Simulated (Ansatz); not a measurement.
The reference is CdS in the zinc blende structure (space group F-43m, No. 216; a = 5.8777 Å). Axes: x, y, z lie along the cube axes.

Perturbation: tensor shear ε_xy = +0.29 % (engineering shear γ = 0.0058); the atoms relax in the strained cell.

Computed with Ansatz (a first-principles code) r2SCAN, scalar-relativistic without spin-orbit coupling.

**Question.** Give the band edges at the high-symmetry points of the new zone, measured from its valence-band maximum.

**Answer.** 
| point | valence edge (eV) | conduction edge (eV) |
|---|---|---|
| Γ | 0.00 | 1.53 |
| X | -1.82 | 3.87 |
| F₂ | -1.52 | 4.56 |
| Σ₀ | -1.52 | 4.56 |
| Y₀ | -1.49 | 4.63 |
| U₀ | -1.49 | 4.63 |
| R | -0.74 | 3.42 |
| W | -2.17 | 5.72 |
| S | -0.73 | 3.45 |
| T | -1.85 | 3.88 |

The gap is 1.53 eV, direct at Γ.

Stability against distortions was not tested. Labels are those of the standard path for the cell's own space group.
